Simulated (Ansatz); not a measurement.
The parent structure is Zr in the hcp (Mg type) structure (space group P6_3/mmc, No. 194; a = 3.232 Å, c = 5.174 Å).

The other end (x = 1) is Hf in the hcp (Mg type) structure (space group P6_3/mmc, No. 194): 22.53 Å³/atom, gap zero.

Calculations: PBE (Ansatz, an electronic-structure program; PAW; 420 eV plane waves; no SOC), earlier PAW set.

Hf replaces a fraction x of Zr; each row is one arrangement (x, atoms in the cell, starting space group or random), fully relaxed.

One change was made to it. Results:

The shortest interatomic distance falls by 7.47 pm (318.9 pm → 311.5 pm); the deviation of the volume from the linear (Vegard-type) interpolation is 0.0 %.

**Question.** Name the change that was made.
A. x(Hf) = 0.667, 6 atoms, C2/m
B. x(Hf) = 0.625, 8 atoms, Pm
C. x(Hf) = 0.375, 8 atoms, Amm2
D. x(Hf) = 0.375, 8 atoms, Pmm2

**Answer.** B, x(Hf) = 0.625, 8 atoms, Pm. For comparison, the shortest interatomic distance in the other runs: x(Hf) = 0.375, 8 atoms, Amm2 gives 316.3 pm; x(Hf) = 0.375, 8 atoms, Pmm2 gives 315.8 pm; x(Hf) = 0.667, 6 atoms, C2/m gives 312.5 pm.

Each cell is one ordered arrangement of few atoms, which overstates ordering effects compared with a random alloy. Whether these cells are dynamically stable was not tested. The final runs are not spin-polarised.
